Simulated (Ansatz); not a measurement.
## Short convergence ladders for HfGa₃ (I4mm, 4 atoms in the cell)

```yaml
crystal:
  lattice:
    - [-1.92277, 1.92277, 4.48780]
    - [1.92277, -1.92277, 4.48780]
    - [1.92277, 1.92277, -4.48780]
  atoms:
    - { symbol: Hf, position: [0.00557, 0.00557, 0.00000] }
    - { symbol: Ga, position: [0.50000, 0.50000, 0.00000] }
    - { symbol: Ga, position: [0.75000, 0.25000, 0.50000] }
    - { symbol: Ga, position: [0.25000, 0.75000, 0.50000] }
```

Base method: LDA (PW92), default PAW files made with PBE (plane waves; Ansatz, a first-principles code).

Base settings: basis.ecutwfc = 420 eV; kpoints.mp_grid.grid = 10 10 10; hamiltonian.xc = lda; hamiltonian.pseudopotentials = {kind: paw} (the program's default PAW files); scf.occupations.method = gaussian; scf.occupations.width = 0.1 eV.

The count of work is k-points × plane waves × bands × iterations; it is no time. Core times come from one kind of shared machine, to one figure; runs under 30 s give none.

**The k-point mesh**

The second cell is the first with its lattice scaled by 0.98.

Only quantities that move along the ladder and can be compared are tabulated.

```csv
kpoints.mp_grid.grid,free energy less the last step's (meV/atom),energy of the compressed cell less the first (meV/atom),pressure (GPa),largest difference of a force vector from the last step's (eV/Å),count of work / last
2 2 2,46.34,4.60,-2.80,0.078,0.011
3 3 3,74.26,-4.30,-3.84,0.028,0.015
4 4 4,-8.05,-2.59,-3.81,0.016,0.032
6 6 6,-1.65,-3.26,-3.93,0.016,0.074
8 8 8,1.30,-2.86,-3.89,0.003,0.15
10 10 10,0.32,-3.09,-3.94,0.002,0.25
11 11 11,0.15,-3.02,-3.94,0.001,0.31
14 14 14,-0.15,-3.03,-3.94,0.002,0.60
17 17 17,0.00,-2.96,-3.93,0.000,1.0
```

Coarsest kpoints.mp_grid.grid that holds the energy of the compressed cell less the first within 2 meV/atom of the last step, with all finer ones: 3 3 3, at 0.015 of the last step's count of work; the step before is off by 7.6 meV/atom.

Coarsest kpoints.mp_grid.grid that holds the forces within 0.02 eV/Å of the last step, with all finer ones: 4 4 4, at 0.032 of the last step's count of work; the step before is off by 0.028 eV/Å.

Coarsest kpoints.mp_grid.grid that holds the free energy within 5 meV/atom of the last step, with all finer ones: 6 6 6, at 0.074 of the last step's count of work; the step before is off by 8.0 meV/atom.

The energy difference between the two cells stays within 1 meV/atom of the last step's from 4 4 4 on, the total only from 10 10 10 on: much of the error is common to both cells and cancels.

**The k-point mesh at a smearing width of 0.3 eV**

In this ladder: scf.occupations.width = 0.3 eV.

Only quantities that move along the ladder and can be compared are tabulated.

```csv
kpoints.mp_grid.grid,free energy less the last step's (meV/atom),pressure (GPa),largest difference of a force vector from the last step's (eV/Å),count of work / last,core time / last (rough)
4 4 4,-7.81,-3.65,0.017,0.014,–
5 5 5,2.18,-3.78,0.004,0.019,–
6 6 6,-0.22,-3.90,0.008,0.032,–
9 9 9,0.02,-3.87,0.000,0.080,–
13 13 13,0.03,-3.88,0.000,0.21,0.2
19 19 19,0.00,-3.88,0.000,0.59,0.5
23 23 23,0.00,-3.88,0.000,1.0,1
```

Coarsest kpoints.mp_grid.grid that holds the forces within 0.01 eV/Å of the last step, with all finer ones: 5 5 5, at 0.019 of the last step's count of work; the step before is off by 0.017 eV/Å.

Coarsest kpoints.mp_grid.grid that holds the free energy within 5 meV/atom of the last step, with all finer ones: 5 5 5, at 0.019 of the last step's count of work; the step before is off by 7.8 meV/atom.

Coarsest kpoints.mp_grid.grid that holds the pressure within 0.2 GPa of the last step, with all finer ones: 5 5 5, at 0.019 of the last step's count of work; the step before is off by 0.23 GPa.

**The width of cold smearing**

In this ladder: kpoints.mp_grid.grid = 16 16 16; scf.occupations.method = cold.

Narrow widths need finer meshes than wide ones, so the last steps can hold mesh noise.

Only quantities that move along the ladder and can be compared are tabulated; pressure and forces are left out, as mesh noise rules them at narrow widths.

| scf.occupations.width | free energy less the last step's (meV/atom) | core time / last (rough) |
|---|---|---|
| 0.5 eV | 5.61 | 1 |
| 0.3 eV | 1.09 | 1.0 |
| 0.2 eV | 0.11 | 1.0 |
| 0.1 eV | 0.00 | 1 |

Widest scf.occupations.width that holds the free energy within 1 meV/atom of the last step, with all finer ones: 0.2 eV; the step before is off by 1.1 meV/atom.

On the base run: the starting cell comes from a database of computed structures (which also holds hypothetical and non-ambient phases and stackings), without a prior relaxation at this level. Its lattice was rescaled by up to half a per cent. One atom was moved a little off its site on purpose. In the base run, with a pressure of about -4 GPa the cell is away from its equilibrium volume at this level. Ansatz's pressure includes its estimate of the finite-basis (Pulay) stress.

Left out of this page: 2 runs of the series outside the window shown, repeating another row's setting, or not comparable; 1 run of the series unsound by tests on forces, stress, charge or solver warnings.

Keys are those of Ansatz 0.2.
